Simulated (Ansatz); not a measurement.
Results of HSE06-D3(BJ) (Ansatz, a first-principles code, plane waves, PAW) for CsCl-type CoGa.

Settings: plane-wave cutoff 460 eV, 10×10×10 k mesh, Fermi–Dirac smearing 0.05 eV, no spin polarisation, scalar-relativistic PAW data made under PBE.

Cell (relaxed at this level):

CoGa is taken in the cubic space group Pm-3m (No. 221), the CsCl type structure, Pearson symbol cP2. Lattice parameters: a = b = c = 2.8004 Å, α = β = γ = 90.00°. Ga on 1b is coordinated by 8 Co at 2.425 Å and 6 Ga at 2.800 Å. Co on 1a sees 8 Ga at 2.425 Å and 6 Co at 2.800 Å. (Neighbours: up to the widest gap in distance over summed covalent radii, below 1.35, at either atom.)

Task: Predict the bulk modulus B0 and pressure derivative B′ of the bulk modulus.

Result: 
- bulk modulus B0: 228 GPa
- pressure derivative B′ of the bulk modulus: 4.7

Note: the run has no spin polarisation, so it can have missed a magnetic state.

Computing time: around 23 core-minutes (rough).
